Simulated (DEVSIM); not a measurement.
Device: W/SiO2/n-Si capacitor, at 300 K.

Layer 1 from the left is SiO2, thickness (nm) 16.0. Layer 2 from the left is Si, thickness (nm) 4400, Nd (cm⁻³) 1.7e16.

Metal gate on the left, work function 4.6 eV. Fixed charge at the semiconductor interface 0 cm⁻² (in units of +e); no interface traps.

Constants are typed, rounded textbook-type inputs, not results; the design itself was drawn at random and stands for no fabricated device. Values at 300 K.

SiO2: gap (eV) 9, affinity (eV) 0.9, permittivity 3.9. Si: gap (eV) 1.124, affinity (eV) 4.05, permittivity 11.7, Nc (cm⁻³) 2.86e19, Nv (cm⁻³) 3.1e19.

**Question.** Estimate by hand the flat-band voltage, the threshold voltage, and compare with a numerical solution.

**Answer.** 
- Flat-band voltage: C = 0.216 μF/cm², work-function difference 0.358 V; VFB = φms − qNf/C = 0.36 V; numerical 0.36 V.
- Threshold voltage: φF = 0.369 V, depletion charge √(4εqNφF) = 6.45e-8 C/cm²; VT = VFB − 2φF − Qd/C = -0.68 V; numerical -0.68 V.

Simulated with DEVSIM: 1D Poisson equation in equilibrium, Boltzmann statistics, complete ionisation; no quantum confinement or tunnelling. Metal contacts follow the ideal Schottky-Mott rule: no Fermi-level pinning, no interface dipoles.
